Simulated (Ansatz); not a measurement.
The starting structures come from a database of crystals and need not be the phases stable at ambient conditions.

Data:

```xyz
4
Lattice="3.9966 0.0000 0.0000 0.0000 6.5868 0.0000 1.9983 0.0000 3.4612" Properties=species:S:1:pos:R:3 pbc="T T T"
Be     3.9966     3.2906     2.3075
Be     1.9983     6.5839     1.1537
Te     3.9966     0.8262     2.3075
Te     1.9983     4.1196     1.1537
```

Space group of this cell: P6_3mc, wurtzite. The cell is taken as given.

Method: r2SCAN (plane waves, PAW; Ansatz, a first-principles code).

The current runs along the normal of the first two printed vectors; no spin-orbit coupling. Scaled by the factor s: the length along the current (ions clamped). Meshes 10×6×10 and 8×6 across the current in all rows.

```
s     mean pressure (GPa)  band gap (eV)
----  -------------------  -------------
0.97                  1.6           2.30
1.00                 -0.4           2.58
1.03                 -1.9              ?
```

Problem. Take the slope of the band gap against ln s from the two given rows, extrapolate to s = 1.03, and say what the run there gives.

Solution. Slope = (2.30 − 2.58) / ln 0.97 = 9.19 eV. The line gives 2.58 + (9.19) × ln 1.03 = 2.85 eV. The run gives 2.42 eV, 0.43 eV under the line, 159 % of the predicted step.
